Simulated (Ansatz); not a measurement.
**Hypothetical P4_2/mnm BP: pressure series**

The parent structure is BP (space group P4_2/mnm, No. 136; a hypothetical phase, not in the database extracts checked).

```
BP
1.0
    5.56855     0.00000     0.00000
    0.00000     5.56855     0.00000
    0.00000     0.00000     3.20543
B P
4 4
Direct
  0.32171   0.67829   0.00000
  0.67829   0.32171   0.00000
  0.82171   0.82171   0.50000
  0.17829   0.17829   0.50000
  0.31938   0.31938   0.00000
  0.68062   0.68062   0.00000
  0.18062   0.81938   0.50000
  0.81938   0.18062   0.50000
```

Cell and atoms are relaxed at each pressure.

Level of theory: PBE (Ansatz, a first-principles code, PAW, no SOC).

| pressure (GPa) | volume per atom (Å³/atom) |
|---|---|
| -2 | 12.597 |
| -1 | 12.509 |
| 0 | 12.425 |
| 0.3 | 12.399 |
| 1.5 | 12.302 |
| 3 | 12.185 |
| 5 | ? |
| 7.5 | 11.863 |
| 10 | 11.699 |

**Question.** Fit the third-order Birch–Murnaghan form P(V) = (3B₀/2)[(V₀/V)^(7/3) − (V₀/V)^(5/3)]·[1 + (3/4)(B₀′ − 4)((V₀/V)^(2/3) − 1)] (squares taken in P) to the rows shown and predict the withheld row.

**Answer.** Least squares on the printed values gives V₀ = 12.424 Å³/atom, B₀ = 149 GPa, B₀′ = 3.7; this predicts 12.037 Å³/atom, and the run gives 12.037 Å³/atom, in agreement.

Load acts through the strain it causes; cell and atoms are relaxed under it. No phonon test of stability was made. Competing high-pressure phases were not computed.
